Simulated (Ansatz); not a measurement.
A relaxation of the atoms of LaPt₂ (R3m, 6 atoms in the cell) with Ansatz (a quantum-chemistry and plane-wave program).

Method: LDA (PW92), default PAW files made with PBE (plane waves; Ansatz).

The change in words: one atom moved by 0.15 angstrom; relax: default → atoms; relax.f_tol: default → 0.2 eV/Å. Reference geometry:
```yaml
crystal:
  lattice:
    - [0.00000, 3.89244, 3.89244]
    - [3.89244, 0.00000, 3.89244]
    - [3.89244, 3.89244, 0.00000]
  atoms:
    - { symbol: La, position: [0.50000, 0.50000, 0.50000] }
    - { symbol: La, position: [0.75000, 0.75000, 0.75000] }
    - { symbol: Pt, position: [0.12500, 0.12500, 0.12500] }
    - { symbol: Pt, position: [0.62500, 0.12500, 0.12500] }
    - { symbol: Pt, position: [0.12500, 0.12500, 0.62500] }
    - { symbol: Pt, position: [0.12500, 0.62500, 0.12500] }
```

Reference input (self-consistent single point, DFT, LDA (PW92), plane waves, default PAW files made with PBE): basis.ecutwfc = 420 eV; kpoints.mp_grid.grid = 7 7 7; hamiltonian.xc = lda; hamiltonian.pseudopotentials = {kind: paw} (the program's default PAW files); scf.occupations.method = fermi_dirac; scf.occupations.width = 0.1 eV. This run's input differs from it in these lines:

```diff
@@ -7,3 +7,3 @@
   atoms:
-    - { symbol: La, position: [0.500000, 0.500000, 0.500000] }
+    - { symbol: La, position: [0.511124, 0.511124, 0.511124] }
     - { symbol: La, position: [0.750000, 0.750000, 0.750000] }
@@ -26,2 +26,4 @@
     width: 0.1
+relax:
+  f_tol: 0.2
 output:
```

The program printed (abridged):

```
   [... SCF lines of the steps left out ...]
relax step   1: F+E_penalty+E_count = -61138.69447828 eV  Δ(F+E_penalty+E_count) = +0.000e0 eV  max|allowed force component| = 4.274e-1 eV/Å  Δτ_max = 0.0000 Å  (6 SCF iters, dr2 threshold 1.00e-4 eV, accepted)
relax step   2: F+E_penalty+E_count = -61138.71778709 eV  Δ(F+E_penalty+E_count) = -2.331e-2 eV  max|allowed force component| = 2.602e-1 eV/Å  Δτ_max = 0.1950 Å  (9 SCF iters, accepted)
relax step   3: F+E_penalty+E_count = -61138.74882597 eV  Δ(F+E_penalty+E_count) = -3.104e-2 eV  max|allowed force component| = 3.868e-3 eV/Å  Δτ_max = 0.0697 Å  (8 SCF iters, accepted)
the relaxation is at rest under the 6 symmetry operations that the run kept from its start: a minimum is not shown …
Free energy (F): -61138.748826 eV
Internal energy: -61138.665298 eV  (E = F + TS)
E sigma→0 (E₀):  -61138.707062 eV
Entropy (-TS):   -0.083528 eV (-13.921 meV/atom)
Fermi energy:    18.952289 eV
--- Forces (eV/Å), atoms counted from 1 ---
  atom   1  La     0.00185258     0.00185258     0.00185258
  atom   2  La    -0.00245313    -0.00245313    -0.00245313
  atom   3  Pt     0.00359913     0.00359913     0.00359913
  atom   4  Pt    -0.00386941     0.00043220     0.00043220
  atom   5  Pt     0.00043220     0.00043220    -0.00386941
   [... lines left out ...]
    - { symbol: Pt, position: [0.12681260022366223, 0.12681260022366223, 0.12681260022366223] }
    - { symbol: Pt, position: [0.6268072749091367, 0.1268778034776422, 0.12687780347764216] }
    - { symbol: Pt, position: [0.1268778034776422, 0.1268778034776422, 0.6268072749091367] }
    - { symbol: Pt, position: [0.1268778034776422, 0.6268072749091367, 0.12687780347764216] }
```

The run converged.  The full log also holds: “iter 5 did not close the SCF: its close was put off for the readings that it lacked (scf_convergence_deferred on its scf_iter line)”.

Summary of the result:
- Free energy E − TS (on the zero of these files): -61138.7488 eV
- Fermi level (on the code's own zero): 18.95 eV
- Pressure: -5.68 GPa
- Largest force (vector length): 0.006 eV/Å
- Relaxation steps: 3

The starting cell comes from a database of computed structures (which also holds hypothetical and non-ambient phases and stackings), without a prior relaxation at this level. Its lattice was rescaled by up to half a per cent. For this run, on top of that: one atom moved by 0.15 angstrom. Spin polarisation is off. The relaxation keeps the symmetry of its start, so its end need not be a minimum. Ansatz's pressure includes its estimate of the finite-basis (Pulay) stress.

Cost on one core of a shared machine: roughly 2 min.

Keys are those of Ansatz 0.2.
